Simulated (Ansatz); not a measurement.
Ta2O5 (within 0.1 Å of C2/m, No. 12, 7 atoms in the cell; start mp-1179062), treated with PBEsol (Ansatz, an electronic-structure program, PAW).

Run with plane-wave cutoff 520 eV, 8×8×8 k mesh, Fermi–Dirac smearing 0.01 eV, scalar-relativistic PAW data made under PBE.

Cell (relaxed with PBEsol):

```xyz
7
Lattice="4.2780 -3.3511 0.0999 4.2780 3.3511 0.0999 -3.9422 0.0000 4.2816" Properties=species:S:1:pos:R:3 pbc="T T T"
Ta     1.4034    -0.1043     0.5551
Ta     3.2103    -0.1043     3.9262
O      2.3069    -0.1050     2.2406
O      2.4749     1.5713     4.4309
O      2.1389     1.5713     0.0504
O      4.9397    -0.1043     3.2699
O     -0.3259    -0.1043     1.2113
```

### Question
Estimate the band gap, smallest direct gap on the k points sampled and direct gap at Γ that the calculation returns.

### Answer

- band gap: 3.22 eV
- smallest direct gap on the k points sampled: 3.38 eV
- direct gap at Γ: 3.55 eV

Spin–orbit coupling is not included.

The computed numbers hold no vibrational or temperature effects.

The result took around 100 core-seconds (rough).

A start named mp-… is a Materials Project structure, which need not be a measured phase.
